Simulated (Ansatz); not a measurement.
**BAs: response to strain**

Start from BAs in the zinc blende structure (space group F-43m, No. 216; a = 4.732 Å). Axes: x, y, z lie along the cube axes.

Strains are applied to the cell and any free atomic positions relax.

Calculations: Ansatz (an electronic-structure program), LDA, PAW, cutoff 420 eV, no spin-orbit coupling.

Notes on the quantities. pressure: mean of the normal stresses, compression positive; energy relative to the base: free energy F.

| case | gap character | band gap | smallest direct gap | pressure | energy relative to the base |
|---|---|---|---|---|---|
| base | – | 1.11 eV | 3.29 eV | 0.00 GPa | 0 meV/atom |
| tensor shear ε_xy = +0.57 % | indirect, Γ → Γ–X (82 % along) | 1.04 eV | 3.15 eV | 0.01 GPa | +0.8 meV/atom |
| tensor shear ε_xy = +1.14 % | indirect, Γ → k = (0.417, 0.417, 0) in the run's primitive reciprocal basis | 0.95 eV | 3.01 eV | 0.05 GPa | +3.4 meV/atom |
| tensor shear ε_xy = +1.71 % | indirect, Γ → X | 0.83 eV | 2.88 eV | 0.12 GPa | +7.6 meV/atom |
| tensor shear ε_xy = +2.00 % | indirect, Γ → X | 0.75 eV | 2.81 eV | 0.17 GPa | +10 meV/atom |
| tensor shear ε_xy = +0.29 % | indirect, Γ → Γ–X (82 % along) | 1.08 eV | 3.22 eV | 0.00 GPa | +0.2 meV/atom |
| tensor shear ε_xy = +0.86 % | indirect, Γ → Γ–X (82 % along) | 1.00 eV | 3.08 eV | 0.03 GPa | +1.9 meV/atom |
| tensor shear ε_xy = +1.43 % | indirect, Γ → k = (0.417, 0.417, 0) in the run's primitive reciprocal basis | 0.89 eV | 2.94 eV | 0.09 GPa | +5.3 meV/atom |

Stability against distortions was not tested. k-point labels follow each cell's own Brillouin zone.
